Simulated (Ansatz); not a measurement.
# SnS: uniaxial strain ε_xx = −3.93 %

Start from SnS in the rock salt structure (space group Fm-3m, No. 225; a = 5.744 Å). Axes: x, y, z lie along the cube axes.

The change: uniaxial strain ε_xx = −3.93 %, all other strain components held at zero, atoms relaxed at fixed cell.

Calculations: PBEsol, PAW, 420 eV (Ansatz, an electronic-structure program; no spin-orbit coupling). Settings: 10×10×10 k-points, 0.05 eV Fermi–Dirac smearing.

| quantity | base | changed | shift |
|---|---|---|---|
| volume per atom | 23.69 Å³ | 22.76 Å³ | -0.93 Å³ |
| energy relative to the base (free energy F) | 0 meV/atom | +21 meV/atom | +21 meV/atom |
| pressure (mean of the normal stresses, compression positive) | 0.00 GPa | 2.92 GPa | +2.92 GPa |
| band gap (uncertain: the edges found look like a band crossing or inverted bands; both cells) | 0.30 eV | 0.26 eV | -0.04 eV |
| stress (xx, yy, zz, yz, xz, xy; compression positive) | – | (7.60, 0.58, 0.58, 0.00, 0.00, 0.00) GPa | – |

Stability against distortions was not tested. A zero or small gap of SnS can be the functional's error rather than a property of the material.
